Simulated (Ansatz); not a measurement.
Base system: TiAl (space group P4/mmm, No. 123; a = 2.766 Å, c = 4.002 Å; relaxed with 0.1 eV smearing).

The values are results of LDA in Ansatz (plane waves to 420 eV, PAW, no spin-orbit coupling), not measurements.

Strains are applied to the cell and any free atomic positions relax.

One change was made to it. Results:

The energy increases by 21 meV/atom; the pressure (mean of the normal stresses, compression positive) goes from zero to -6.7 GPa.

**Question.** Which of these changes matches the shifts?
A) isotropic strain +2.00 %
B) isotropic strain +0.50 %
C) isotropic strain +3.00 %

**Answer.** A, isotropic strain +2.00 %. For comparison, the energy relative to the base in the other runs: isotropic strain +0.50 % gives +1.3 meV/atom; isotropic strain +3.00 % gives +45 meV/atom.

Stability against distortions was not tested. All final runs are without spin polarisation.

Ansatz is a first-principles code.
